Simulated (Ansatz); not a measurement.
Ga2O3: energy against strain

Ga2O3 (corundum, R-3c, 9.411 Å³/atom at rest, c along z) under a strain ε along a direction in the basal plane (axis x), the other axes held. LDA in Ansatz, a plane-wave DFT program (PAW, default set), 420 eV, 8×8×8 Γ-centred mesh, Fermi-Dirac smearing 0.05 eV; ions are relaxed within the symmetry of each cell.

Here s stands for strain and y for E less E0.

```csv
strain (%),E less E0 (meV/atom)
-3.00,?
-1.50,2.82
-0.75,0.70
0.00,0.00
0.75,0.68
1.50,2.68
```

Taking a parabola for y over the 5 complete rows: Least squares gives y = 0.002 - 0.0400·s + 1.2216·s². Residuals (row less fit): 0.009, -0.019, -0.002, 0.021, -0.011; standard error 0.022 (degrees of freedom: 2). Twice the quadratic coefficient over the volume, 2 × 1.2216 meV × 10⁴ × 0.1602 / 9.411 Å³, is the elastic constant C11 = 416 ± 4 GPa.

**Question.** Predict the withheld y at s = -3.00 from the fit, and compare with the calculation.

**Answer.** y = 0.002 - 0.0400 × (-3.00) + 1.2216 × (-3.00)² = 11.116 meV/atom. The calculation gives 11.49 meV/atom, 0.374 meV/atom above the prediction (3.3 % of the range of y in the table). The row lies outside the fitted rows, so this is an extrapolation. From the scatter of the fitted rows alone, a prediction at this place has a standard error of 0.092 meV/atom, so the miss is 4.1 times that.

One order more, fitted to all 9 runs of the series, follows each within 0.01, so the miss is the next term of a smooth law. Ga2O3 is here the metastable α form; monoclinic β is stable. Rows are the converged runs of the series near zero and its far end; series whose fitted rows scatter by over a few per cent of the range, as at a crossing or softening among them, aren't shown in this form. Most that stay on the fit to the last digits aren't either.
